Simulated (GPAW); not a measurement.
Convergence study of the k-point mesh at a smearing width of 0.05 eV for Pt (Fm-3m, 1 atom in the cell)

```yaml
crystal:
  lattice:
    - [0.00000, 1.95412, 1.95412]
    - [1.95412, 0.00000, 1.95412]
    - [1.95412, 1.95412, 0.00000]
  atoms:
    - { symbol: Pt, position: [0.00000, 0.00000, 0.00000] }
```

Level of theory: PBEsol, GPAW PAW datasets PBEsol (made by gpaw-setup) (plane waves; GPAW).

Base settings: mode = pw; ecut = 600 eV; xc = PBEsol; kpts = 12 12 12; mesh shift (steps) = 0 0 0; occupations.name = methfessel-paxton; occupations.width = 0.1 eV; occupations.order = 0; nbands = -5; convergence.density = 1e-05 e/electron.

In this ladder: occupations.width = 0.05 eV.

The second cell is the first with its lattice scaled by 0.98.

Only quantities that move along the ladder and can be compared are tabulated.

The count of work is k-points × plane waves × bands × iterations; it is no time. Core times come from one kind of shared machine, to one figure; runs under 30 s give none.

The starting cell has typed, rounded lattice constants, without a prior relaxation at this level. Its lattice was rescaled by up to half a per cent. Spin polarisation is off.

| kpts | free energy less the last step's (meV/atom) | energy of the compressed cell less the first (meV/atom) | pressure (GPa) | count of work / last | core time / last (rough) |
|---|---|---|---|---|---|
| 5 5 5 | 314.50 | 94.54 | 6.87 | 0.012 | – |
| 6 6 6 | -111.20 | 48.25 | -0.91 | 0.015 | – |
| 7 7 7 | 38.62 | 73.53 | 3.40 | 0.033 | – |
| 9 9 9 | -30.89 | 61.30 | 1.34 | 0.036 | – |
| 11 11 11 | -6.31 | 62.04 | 1.47 | 0.053 | – |
| 13 13 13 | 9.10 | 63.44 | 1.72 | 0.086 | – |
| 16 16 16 | 1.81 | 63.40 | 1.72 | 0.17 | – |
| 19 19 19 | -0.32 | 63.46 | 1.73 | 0.24 | – |
| 23 23 23 | 0.73 | 63.80 | 1.80 | 0.37 | 0.4 |
| 28 28 28 | -0.20 | 63.71 | 1.79 | 0.59 | 0.5 |
| 34 34 34 | 0.00 | 63.66 | 1.78 | 1.0 | 1 |

Coarsest kpts that holds the free energy within 0.5 meV/atom of the last step, with all finer ones: 28 28 28; the step before is off by 0.73 meV/atom.

Coarsest kpts that holds the energy of the compressed cell less the first within 2 meV/atom of the last step, with all finer ones: 11 11 11, at 0.053 of the last step's count of work; the step before is off by 2.4 meV/atom.

Coarsest kpts that holds the pressure within 0.1 GPa of the last step, with all finer ones: 13 13 13, at 0.086 of the last step's count of work; the step before is off by 0.31 GPa.

The energy difference between the two cells stays within 1 meV/atom of the last step's from 13 13 13 on, the total only from 19 19 19 on: much of the error is common to both cells and cancels.
